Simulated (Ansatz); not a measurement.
The starting structures come from a database of crystals and need not be the phases stable at ambient conditions.

The decay constant κ of evanescent states in the gap governs leakage through a thin film.

Input:

```yaml
crystal:
  lattice:
    - [4.60402, 0.00000, 0.00000]
    - [0.00000, 10.17366, 0.00000]
    - [0.00000, 0.00000, 9.76337]
  atoms:
    - { symbol: Ag, position: [0.00000, 0.78706, 0.41192] }
    - { symbol: Ag, position: [0.00000, 0.21294, 0.58808] }
    - { symbol: Ag, position: [0.00000, 0.78706, 0.08808] }
    - { symbol: Ag, position: [0.00000, 0.21294, 0.91192] }
    - { symbol: Hg, position: [0.50000, 0.76735, 0.75000] }
    - { symbol: Hg, position: [0.50000, 0.23265, 0.25000] }
    - { symbol: Hg, position: [0.50000, 0.50000, 0.00000] }
    - { symbol: Hg, position: [0.50000, 0.50000, 0.50000] }
    - { symbol: S, position: [0.50000, 0.73793, 0.50472] }
    - { symbol: S, position: [0.50000, 0.26207, 0.49528] }
    - { symbol: S, position: [0.50000, 0.73793, 0.99528] }
    - { symbol: S, position: [0.50000, 0.26207, 0.00472] }
    - { symbol: I, position: [0.00000, 0.47728, 0.75000] }
    - { symbol: I, position: [0.00000, 0.52272, 0.25000] }
    - { symbol: I, position: [0.00000, 0.01528, 0.25000] }
    - { symbol: I, position: [0.00000, 0.98472, 0.75000] }
```

Space group of this cell: Pmma. The cell was relaxed by PBE-D3(BJ); by PBEsol its mean pressure is -1.0 GPa.

Transport runs along the normal of the first two printed cell vectors.

The gap is the functional's own, uncorrected, and κ follows it; spin-orbit coupling is left out. Mid-gap values are interpolated between the computed energies.

Q: Estimate the band gap and the smallest decay constant κ at mid-gap that PBEsol in Ansatz (a first-principles code) returns for this system.

A: Gap 1.18 eV on a 8×4×4 mesh; κ = 0.173 1/Å, at the zone centre.
